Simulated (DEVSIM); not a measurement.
System: Schottky contact on n-type β-Ga2O3, at 300 K.

Layer 1 from the left is β-Ga2O3, thickness (μm) 8.90, Nd (cm⁻³) 1.2e16, τn (s) 1.3e-9, τp (s) 1.3e-9.

Left contact: Schottky, work function 5.28 eV, emission velocity 3.8e6 cm/s. Right contact: ohmic. Voltage is applied to the left contact. Recombination: SRH at mid-gap. Mobility is constant in doping.

This is a model device: material constants are rounded textbook-type values typed into the input, and sizes, dopings and lifetimes were drawn at random. Values at 300 K.

β-Ga2O3: gap (eV) 4.8, affinity (eV) 4, permittivity 10, Nc (cm⁻³) 3.7e18, Nv (cm⁻³) 5e20, μn (cm²/Vs) 160, μp (cm²/Vs) 1.

### Question
Estimate by hand the built-in potential, the peak field at zero bias, the capacitance at -1.5 V, and compare with a numerical solution.

### Answer

- Built-in potential: barrier φB = 1.280 eV; Vbi = φB − kT/q ln(N_band/N) = 1.132 V; numerical 1.132 V.
- Peak field at zero bias: depletion approximation: W = √(2εVbi/(qN)) = 0.323 μm with N = 1.20e16 cm⁻³; field = 2Vbi/W = 70100 V/cm; numerical 69200 V/cm (estimate above by 1.3 %).
- Capacitance at -1.5 V: C = √(qεN / 2(Vbi + |V|)) = 18.0 nF/cm²; numerical 18.1 nF/cm².

Model (solved in DEVSIM): 1D drift-diffusion, Boltzmann statistics, complete ionisation; no tunnelling, impact ionisation, image-force lowering or self-heating. Metal contacts follow the ideal Schottky-Mott rule: no Fermi-level pinning, no interface dipoles.
